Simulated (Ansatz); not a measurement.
The parent structure is GaP in the zinc blende structure (space group F-43m, No. 216; a = 5.4390 Å).

The values are results of plane-wave PAW DFT at the PBEsol level (Ansatz, an electronic-structure program, 420 eV), no spin-orbit coupling, earlier PAW set, not measurements.

For the base:

| Property | Result |
|---|---|
| Valley order | a point along ⟨100⟩, about 1.0 Å⁻¹ from Γ 1.45 eV; L along ⟨111⟩ 1.60 eV; Γ 1.80 eV |

Perturbation: electron doping at 1.0×10^21 cm⁻³ (0.0402 per cell), with a uniform compensating background at fixed cell and a 300 K Fermi–Dirac width.

### Question
What does the calculation give for the Fermi level from band edge after the change?

### Answer
The Fermi level relative to the doped band's edge (positive inside the band; to 0.05 eV) amounts to +0.25 eV.

### Question
How does this affect the valley order?

### Answer
The valley order (the lowest conduction-band minima on the path, energy above the VBM, named in the base's zone) goes from a point along ⟨100⟩, about 1.0 Å⁻¹ from Γ 1.45 eV; L along ⟨111⟩ 1.60 eV; Γ 1.80 eV to a point along ⟨100⟩, about 1.0 Å⁻¹ from Γ 1.44 eV; L along ⟨111⟩ 1.60 eV; Γ 1.79 eV.

Carriers are added with a uniform compensating background; total energy and stress of such cells depend on the potential's zero and are not compared; many-body gap narrowing is missing at this level. No phonon test of stability was made.
